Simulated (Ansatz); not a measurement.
**GaN: pressure series**

Base system: GaN in the zinc blende structure (space group F-43m, No. 216).

Space group F-43m (No. 216); a = 4.549 Å, b = 4.549 Å, c = 4.549 Å, α = 90.00°, β = 90.00°, γ = 90.00°

```tsv
atom	site	symmetry	x	y	z
Ga	4a	-43m	0.0000	0.0000	0.0000
N	4d	-43m	0.7500	0.7500	0.7500
```
(The calculation used a cell of 2 atoms; values per cell refer to that cell.)

Cell and atoms are relaxed at each pressure.

Level of theory: PBE in Ansatz (plane waves to 420 eV, PAW, no spin-orbit coupling).

Notes on the quantities. enthalpy: H = E + PV relative to the base's energy.

| variant | volume per atom | enthalpy |
|---|---|---|
| base | 11.76 Å³ | – |
| pressure −2 GPa | 11.90 Å³ | -0.15 eV/atom |
| pressure −1 GPa | 11.83 Å³ | -0.07 eV/atom |
| pressure 0.9 GPa | 11.70 Å³ | +0.07 eV/atom |
| pressure 2.1 GPa | 11.62 Å³ | +0.15 eV/atom |
| pressure 4.5 GPa | ___ | +0.33 eV/atom |
| pressure 9 GPa | 11.22 Å³ | +0.64 eV/atom |
| pressure 15 GPa | 10.92 Å³ | +1.06 eV/atom |
| pressure 22.5 GPa | 10.60 Å³ | +1.56 eV/atom |
| pressure 30 GPa | 10.32 Å³ | +2.05 eV/atom |

**Question.** Fill in the withheld entries from the trend.

**Answer.** 
- pressure 4.5 GPa, volume per atom: 11.48 Å³

Load acts through the strain it causes; cell and atoms are relaxed under it. Whether these cells are dynamically stable was not tested. Tetrahedral semiconductors of this kind turn to denser phases somewhere between about 1 and 50 GPa; those were not computed, so compressed cells here can lie past the real transition. This is not the structure that GaN has at room temperature and ambient pressure.

Ansatz is an electronic-structure program.
